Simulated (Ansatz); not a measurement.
A computed series for Ir: response to strain

Start from Ir in the fcc (Cu type) structure (space group Fm-3m, No. 225; a = 3.812 Å; relaxed with 0.1 eV smearing).

Strains are applied to the cell and any free atomic positions relax.

Method: LDA/PAW in Ansatz (a quantum-chemistry and plane-wave program), no spin-orbit coupling.

Notes on the quantities. energy relative to the base: free energy F.

```
change                    energy relative to the base   pressure  shortest interatomic distance
------------------------  ---------------------------  ---------  -----------------------------
base                                       0 meV/atom    0.0 GPa                       269.5 pm
isotropic strain −3.00 %                +160 meV/atom   46.3 GPa                       261.5 pm
isotropic strain −2.50 %                +109 meV/atom   37.1 GPa                       262.8 pm
isotropic strain −2.00 %                 +68 meV/atom   28.5 GPa                       264.1 pm
isotropic strain −1.50 %                 +38 meV/atom   20.5 GPa                       265.5 pm
isotropic strain −1.00 %                 +16 meV/atom   13.1 GPa                       266.8 pm
isotropic strain −0.50 %                +4.0 meV/atom    6.3 GPa                       268.2 pm
isotropic strain +0.50 %                +3.9 meV/atom   -5.8 GPa                       270.9 pm
isotropic strain +1.00 %                 +15 meV/atom  -11.2 GPa                       272.2 pm
isotropic strain +3.00 %                +125 meV/atom  -28.6 GPa                       277.6 pm
```

No phonon test of stability was made. All final runs are without spin polarisation.
